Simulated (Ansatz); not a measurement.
Levels about the gap of amorphous Si30N40Ti (71 atoms in a cell of 802 Å³, 3.00 g/cm³; zone centre alone, so wide bands show as single levels with stretches between that a denser mesh fills), at the geometry that PBE relaxed, where it gives 2.2 GPa on a denser mesh. The participation number counts the atoms over which a state spreads; weights are charges in smoothed Voronoi cells. The levels come from a single point, so bond lengths are those of that geometry. Method of the levels: PBE, scalar-relativistic without spin-orbit coupling (Ansatz, a first-principles code). Sampling: the zone centre alone; Fermi-Dirac width 0.02 eV; no spin polarisation. The usual formal charges leave 4 electrons over, so the level spacing at the Fermi energy parts defect or band states and needn't be the band gap. At PBE the levels at both edges of the gap are localised (band-tail or defect states), and the nearest spread-out levels lie 3.3 eV apart at the zone centre.

Preparation: random packing, a CHGNet melt and quench, and a DFT relaxation. N atoms were pushed apart under 1.9 Å during the dynamics, to hinder bonds among them. The hot cell started wider than the set density and was brought back towards it in steps. It is the lowest in DFT energy of 2 quenches. It is a model cell: composition and starting density were chosen by hand, and all elements were melted together. No dispersion term was used. Its density started from a set value of 3.00 and ended at 3.00 g/cm³. The simulated quench (nominally 380 K/ps over its main leg) is rapid and tends to freeze in more defects than a deposited or slowly cooled glass has. A cell of this size samples the disorder only roughly. The volume was held where the preparation left it, at a PBE pressure of 2.2 GPa. Stress components on the final sampling reach 3.7 GPa. Cycles of charging lowered its energy after that relaxation.

| E - E(highest filled), eV | filling | participation number | largest on | weight N | weight Ti | weight Si |
|---|---|---|---|---|---|---|
| -2.07 | filled | 16.9 | N, 3 neighbours | 0.88 | 0.01 | 0.11 |
| -2.01 | filled | 23.3 | N, 3 neighbours | 0.89 | 0.01 | 0.10 |
| -1.90 | filled | 26.4 | N, 3 neighbours | 0.90 | 0.00 | 0.10 |
| -1.87 | filled | 15.4 | N, 3 neighbours | 0.89 | 0.01 | 0.10 |
| -1.67 | filled | 11.8 | N, 3 neighbours | 0.89 | 0.02 | 0.09 |
| -0.37 | filled | 5.0 | Si, 3 neighbours | 0.45 | 0.03 | 0.51 |
| 0.00 | filled | 4.5 | Ti, 5 neighbours | 0.29 | 0.41 | 0.30 |
| 1.28 | empty | 2.3 | Ti, 5 neighbours | 0.21 | 0.65 | 0.14 |
| 1.34 | empty | 2.1 | Ti, 5 neighbours | 0.21 | 0.69 | 0.10 |
| 1.44 | empty | 22.6 | Si, 4 neighbours | 0.46 | 0.05 | 0.49 |
| 1.82 | empty | 25.9 | Ti, 5 neighbours | 0.39 | 0.12 | 0.50 |
| 1.90 | empty | 6.7 | Ti, 5 neighbours | 0.34 | 0.37 | 0.29 |
| 2.20 | empty | 24.2 | Si, 4 neighbours | 0.42 | 0.07 | 0.51 |
| 2.23 | empty | 19.0 | Ti, 5 neighbours | 0.39 | 0.18 | 0.43 |

Most localised among these is the empty level at +1.34 eV, on a Ti atom, which has 5 neighbours (N 1.98 Å, N 2.05 Å, N 2.06 Å, N 2.15 Å, Si 2.46 Å).
